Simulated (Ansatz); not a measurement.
Results of PBE (plane waves, PAW; Ansatz, a first-principles code) for Sc2Si (model structure, within 0.1 Å of Fm-3m, No. 225, 3 atoms in the cell).

Numerical settings: plane-wave cutoff 520 eV, 16×16×16 k mesh, Fermi–Dirac smearing 0.05 eV, scalar-relativistic PAW data made under PBE.

Cell (relaxed at this level):

```cif
data_Sc2Si
_chemical_formula_sum 'Sc2 Si1'
_space_group_name_H-M_alt 'P 1'
_space_group_IT_number 1
_cell_length_a 4.53554
_cell_length_b 4.53554
_cell_length_c 4.53554
_cell_angle_alpha 59.978
_cell_angle_beta 59.978
_cell_angle_gamma 59.978
loop_
_space_group_symop_operation_xyz
  'x, y, z'
loop_
_atom_site_label
_atom_site_type_symbol
_atom_site_fract_x
_atom_site_fract_y
_atom_site_fract_z
_atom_site_occupancy
Sc1 Sc 0.75004 0.75004 0.75004 1
Sc2 Sc 0.24996 0.24996 0.24996 1
Si1 Si 0.00000 0.00000 0.00000 1
```

Give the computed bulk modulus B0.


- bulk modulus B0 = 77.0 GPa

The run finds no gap.

Note: the bulk modulus is −V dP/dV from two relaxed cells at ±2 % in volume.

The result took about 13 core-minutes (a rough figure).

A model structure was made by putting elements into a prototype or built by hand; it is no filed structure, need not be a known phase, and can be a saddle point held by its symmetry.
